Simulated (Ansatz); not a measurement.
Start from HfB$_{2}$ (space group P6/mmm, No. 191; a = 3.128 Å, c = 3.446 Å; relaxed with 0.1 eV smearing). Axes: x lies along a and z along c of the hexagonal cell.

Level of theory: PBEsol/PAW in Ansatz (a first-principles code), no spin-orbit coupling.

The change: an isotropic linear strain of −2.00 %, atoms relaxed at fixed cell.

Task: Predict the stress tensor and what it implies for the stiffness.

Result: Stress of the strained cell less that of the base (GPa, compression positive):
```
   18.5     0.0     0.0
    0.0    18.5     0.0
    0.0     0.0    16.6
```

Then B = −ΔP/(ΔV/V₀) with ΔV/V₀ = -0.0588 gives secant stiffness values (nonlinear terms included at this strain): B (at held cell shape, above the free-shape value) ≈ 304 GPa.

As a check, the harmonic strain energy −½ V₀ Δσ:ε is 33 meV/atom; the computed energy rise is 30 meV/atom.

No phonon test of stability was made. All final runs are without spin polarisation.
